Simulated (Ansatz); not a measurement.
The parent structure is TiB$_{2}$ (space group P6/mmm, No. 191).

```
TiB2
1.0
    2.99392     0.00000     0.00000
   -1.49696     2.59281     0.00000
    0.00000     0.00000     3.15953
Ti B
1 2
Direct
  0.00000   0.00000   0.00000
  0.66667   0.33333   0.50000
  0.33333   0.66667   0.50000
```

The values are results of plane-wave PAW DFT at the LDA level (Ansatz, a first-principles code, 420 eV), spin-orbit coupling left out, not measurements.

For the base:

The pressure comes out as 0.0 GPa and the band gap is zero.

Now apply this change: every lattice vector is stretched by 3.00 %; the atoms relax in the strained cell.

Task: What does the calculation give for the energy relative to the base, pressure and band gap after the change?

Result: The energy rises by 53 meV/atom; the pressure (mean of the normal stresses, compression positive) goes from zero to -21.0 GPa; the band gap stays zero.

The mesh was chosen for an insulator and is coarse for the gapless case. Stability against distortions was not tested. All final runs are without spin polarisation.
